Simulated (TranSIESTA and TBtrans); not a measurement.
Junction: Cu point contact of 2 atoms in a row between two rods, one bond stretched by the factor 1.1. Leads: fcc Cu rod along [100], layers of 5 and 4 atoms, a = 3.63 Å. Geometry: as built, not relaxed. Transport runs along z; the first 18 and the last 18 of the 69 atoms are the lead cells, repeated to infinity.

```xyz
69
Lattice="13.634 0.000 0.000 0.000 13.634 0.000 0.000 0.000 31.638" Properties=species:S:1:pos:R:3 pbc="F F T"
Cu     6.817     6.817     0.000
Cu     9.384     6.817     0.000
Cu     6.817     9.384     0.000
Cu     4.250     6.817     0.000
Cu     6.817     4.250     0.000
Cu     8.100     8.100     1.815
Cu     5.533     8.100     1.815
Cu     8.100     5.533     1.815
Cu     5.533     5.533     1.815
Cu     6.817     6.817     3.630
Cu     9.384     6.817     3.630
Cu     6.817     9.384     3.630
Cu     4.250     6.817     3.630
Cu     6.817     4.250     3.630
Cu     8.100     8.100     5.445
Cu     5.533     8.100     5.445
Cu     8.100     5.533     5.445
Cu     5.533     5.533     5.445
Cu     6.817     6.817     7.260
Cu     9.384     6.817     7.260
Cu     6.817     9.384     7.260
Cu     4.250     6.817     7.260
Cu     6.817     4.250     7.260
Cu     8.100     8.100     9.075
Cu     5.533     8.100     9.075
Cu     8.100     5.533     9.075
Cu     5.533     5.533     9.075
Cu     6.817     6.817    10.890
Cu     9.384     6.817    10.890
Cu     6.817     9.384    10.890
Cu     4.250     6.817    10.890
Cu     6.817     4.250    10.890
Cu     8.100     8.100    12.705
Cu     5.533     8.100    12.705
Cu     8.100     5.533    12.705
Cu     5.533     5.533    12.705
Cu     6.817     6.817    14.520
Cu     6.817     6.817    17.118
Cu     8.100     8.100    18.933
Cu     5.533     8.100    18.933
Cu     8.100     5.533    18.933
Cu     5.533     5.533    18.933
Cu     6.817     6.817    20.748
Cu     9.384     6.817    20.748
Cu     6.817     9.384    20.748
Cu     4.250     6.817    20.748
Cu     6.817     4.250    20.748
Cu     8.100     8.100    22.563
Cu     5.533     8.100    22.563
Cu     8.100     5.533    22.563
Cu     5.533     5.533    22.563
Cu     6.817     6.817    24.378
Cu     9.384     6.817    24.378
Cu     6.817     9.384    24.378
Cu     4.250     6.817    24.378
Cu     6.817     4.250    24.378
Cu     8.100     8.100    26.193
Cu     5.533     8.100    26.193
Cu     8.100     5.533    26.193
Cu     5.533     5.533    26.193
Cu     6.817     6.817    28.008
Cu     9.384     6.817    28.008
Cu     6.817     9.384    28.008
Cu     4.250     6.817    28.008
Cu     6.817     4.250    28.008
Cu     8.100     8.100    29.823
Cu     5.533     8.100    29.823
Cu     8.100     5.533    29.823
Cu     5.533     5.533    29.823
```

Run with TranSIESTA and TBtrans (open boundaries, self-consistent; PseudoDojo norm-conserving potentials, scalar-relativistic): PAO.BasisSize SZP, PAO.EnergyShift 0.15 eV, XC.Authors PBE, Mesh.Cutoff 150 Ry, ElectronicTemperature 300 K, TBT.Elecs.Eta 0.001 eV, no spin polarisation.

Give the current of both spins against bias, self-consistently and from the zero-bias transmission integrated over the bias window.


```json
[
 {"V (V)": "0.2", "I self-consistent (μA)": "15.6", "I from the zero-bias T(E) (μA)": "16.6"},
 {"V (V)": "0.4", "I self-consistent (μA)": "30.1", "I from the zero-bias T(E) (μA)": "33.2"},
 {"V (V)": "0.6", "I self-consistent (μA)": "35.3", "I from the zero-bias T(E) (μA)": "47.8"}
]
```

Positive bias raises the left lead's chemical potential. The energy step is 0.02 eV; narrower resonances are cut or missed.

The leads' channel count changes near 0.01 eV, within the thermal window, so values at the Fermi level hang on where that band edge falls.
